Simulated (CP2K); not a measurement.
Worked example: self-consistent single point of Al2Pd (P1, 3 atoms in the cell) in CP2K.

Method: PBEsol, GPW, DZVP-MOLOPT-SR-GTH basis, GTH-PBE potentials (GTH_POTENTIALS) in CP2K 2026.2.

The change in words: atoms moved at random. Reference geometry:
```
CELL_PARAMETERS angstrom
      4.17127     0.00000     0.00000
      2.08564     3.61243     0.00000
      2.08564     1.20414     3.40583
ATOMIC_POSITIONS crystal
  Al 0.25000 0.25000 0.25000
  Al 0.75000 0.75000 0.75000
  Pd 0.00000 0.00000 0.00000
```

Reference input (self-consistent single point, DFT PBEsol, GPW, DZVP-MOLOPT-SR-GTH basis, GTH-PBE potentials (GTH_POTENTIALS)): CUTOFF = 500 Ry; REL_CUTOFF = 60 Ry; SMEAR/METHOD = GAUSSIAN; SIGMA = 0.136 eV; KPOINTS/SCHEME = MONKHORST-PACK 7 7 7; XC_FUNCTIONAL = PBE:PBESOL; Al/BASIS_SET = DZVP-MOLOPT-SR-GTH; Al/POTENTIAL = GTH-PBE-q3; Pd/BASIS_SET = DZVP-MOLOPT-SR-GTH; Pd/POTENTIAL = GTH-PBE-q18; METHOD = GPW; EPS_DEFAULT = 1e-10. This run's input differs from it in these lines:

```diff
@@ -71,5 +71,5 @@
       SCALED
-      Al       0.25000000     0.25000000     0.25000000
-      Al       0.75000000     0.75000000     0.75000000
-      Pd       0.00000000     0.00000000     0.00000000
+      Al       0.23476700     0.26528500     0.24210000
+      Al       0.76397900     0.74862800     0.75352500
+      Pd       0.00125300    -0.01391300     0.00437500
     &END COORD
```

Output, abridged:

```
 SCF WAVEFUNCTION OPTIMIZATION

  Step     Update method      Time    Convergence         Total energy    Change
     1 NoMix/Diag. 0.20E+00      -     1.17771391      -131.9010715000 -1.32E+02
     2 Broy./Diag. 0.20E+00      -     0.26306402      -136.5497677352 -4.65E+00
     3 Broy./Diag. 0.20E+00      -     0.04069134      -132.1465557399  4.40E+00
     4 Broy./Diag. 0.20E+00      -     0.02861853      -131.3390602480  8.07E-01
     5 Broy./Diag. 0.20E+00      -     0.01339948      -131.0596393637  2.79E-01
     6 Broy./Diag. 0.20E+00      -     0.00174990      -131.3194830476 -2.60E-01
   [... 3 lines left out ...]
    10 Broy./Diag. 0.20E+00      -     0.00002239      -131.3239074550 -9.97E-04
    11 Broy./Diag. 0.20E+00      -     0.00000507      -131.3238278068  7.96E-05
    12 Broy./Diag. 0.20E+00      -     0.00000129      -131.3238247516  3.06E-06
    13 Broy./Diag. 0.20E+00      -     0.00000009      -131.3238341616 -9.41E-06
  *** SCF run converged in    13 steps ***

  Overlap energy of the core charge distribution:               0.00000000000057
  Self energy of the core charge distribution:               -234.20748078006861
  Core Hamiltonian energy:                                     54.98820750541692
  Hartree energy:                                              61.99556825590262
  Exchange-correlation energy:                                -14.09945149927509
  Smearing free energy correction:                             -0.00067764296932
  Fermi energy:                                                 0.30956319804099

  Total energy:                                              -131.32383416163555
  Total energy (extrapolated to sigma->0):                   -131.32349534015088

                     Mulliken Population Analysis

   [... lines left out ...]

 STRESS| Analytical stress tensor [bar]
 STRESS|                        x                   y                   z
 STRESS|      x        1.06458252593E+04   2.22077912407E+04   1.69208928968E+04
 STRESS|      y        2.22077912407E+04   3.22937018560E+04  -8.03638596940E+03
 STRESS|      z        1.69208928968E+04  -8.03638596940E+03   2.68908133357E+03
 STRESS| 1/3 Trace                                             1.52095361496E+04
```

The run converged in 13 iterations. Against the reference run the free energy goes up by 18.2 meV/atom, the pressure goes from 0.96 to 1.52 GPa and the largest force goes from 0.000 to 0.719 eV/Å.

The starting cell comes from a database of computed structures (which also holds hypothetical and non-ambient phases and stackings), without a prior relaxation at this level. For this run, on top of that: atoms moved at random. Spin polarisation is off. Values carry the incompleteness of an atom-centred basis. The potentials were made for another functional than the one used.

Cost on one core of a shared machine: roughly 60 s.
